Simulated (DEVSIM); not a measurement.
System: abrupt Si p-n junction, at 300 K.

```tsv
layer (left to right)	material	thickness (μm)	Nd (cm⁻³)	Na (cm⁻³)	τn (s)	τp (s)
1	Si	1.30	-	3.2e18	1e-6	1e-6
2	Si	0.950	9.6e12	-	1e-6	1e-6
```

Left contact: ohmic. Right contact: ohmic. Voltage is applied to the left contact. Recombination: SRH at mid-gap. Mobility is constant in doping.

This is a model device: material constants are rounded textbook-type values typed into the input, and sizes, dopings and lifetimes were drawn at random. Values at 300 K.

```csv
parameter,Si
gap (eV),1.124
affinity (eV),4.05
permittivity,11.7
Nc (cm⁻³),2.86e19
Nv (cm⁻³),3.1e19
μn (cm²/Vs),1417
μp (cm²/Vs),470
```

DEVSIM, 1D drift-diffusion, Boltzmann statistics, complete ionisation; no tunnelling, impact ionisation, image-force lowering or self-heating.

**Question.** Tabulate band edges, carrier densities and field at zero bias.

**Answer.** Energies count from the Fermi level of the right contact; mesh points crowd at the junctions.

| x (μm) | Ec (eV) | Ev (eV) | n (cm⁻³) | p (cm⁻³) | field (V/cm) |
|---|---|---|---|---|---|
| 0.000 | 1.065 | -0.059 | < 1e2 | 3.2e18 | ≈ 0 |
| 0.01830 | 1.065 | -0.059 | < 1e2 | 3.2e18 | ≈ 0 |
| 0.05002 | 1.065 | -0.059 | < 1e2 | 3.2e18 | ≈ 0 |
| 0.1050 | 1.065 | -0.059 | < 1e2 | 3.2e18 | ≈ 0 |
| 0.2491 | 1.065 | -0.059 | < 1e2 | 3.2e18 | ≈ 0 |
| 0.4501 | 1.065 | -0.059 | < 1e2 | 3.2e18 | ≈ 0 |
| 0.7704 | 1.065 | -0.059 | < 1e2 | 3.2e18 | ≈ 0 |
| 1.062 | 1.065 | -0.059 | < 1e2 | 3.2e18 | ≈ 0 |
| 1.173 | 1.065 | -0.059 | < 1e2 | 3.2e18 | ≈ 0 |
| 1.237 | 1.065 | -0.059 | < 1e2 | 3.2e18 | ≈ 0 |
| 1.274 | 1.065 | -0.059 | < 1e2 | 3.2e18 | ≈ 0 |
| 1.301 | 1.027 | -0.097 | 160 | 7.2e17 | -76000 |
| 1.320 | 0.957 | -0.167 | 2400 | 4.9e16 | -21000 |
| 1.353 | 0.912 | -0.212 | 14000 | 8.6e15 | -10000 |
| 1.437 | 0.849 | -0.275 | 160000 | 7.5e14 | -6200 |
| 1.554 | 0.780 | -0.344 | 2200000 | 5.2e13 | -5800 |
| 1.755 | 0.665 | -0.459 | 1.9e8 | 6.1e11 | -5700 |
| 1.961 | 0.548 | -0.576 | 1.8e10 | 6.6e9 | -5700 |
| 2.125 | 0.456 | -0.668 | 6.3e11 | 1.9e8 | -5600 |
| 2.188 | 0.420 | -0.704 | 2.5e12 | 4.7e7 | -5600 |
| 2.224 | 0.400 | -0.724 | 5.5e12 | 2.1e7 | -5600 |
| 2.250 | 0.385 | -0.739 | 9.6e12 | 1.2e7 | -5600 |
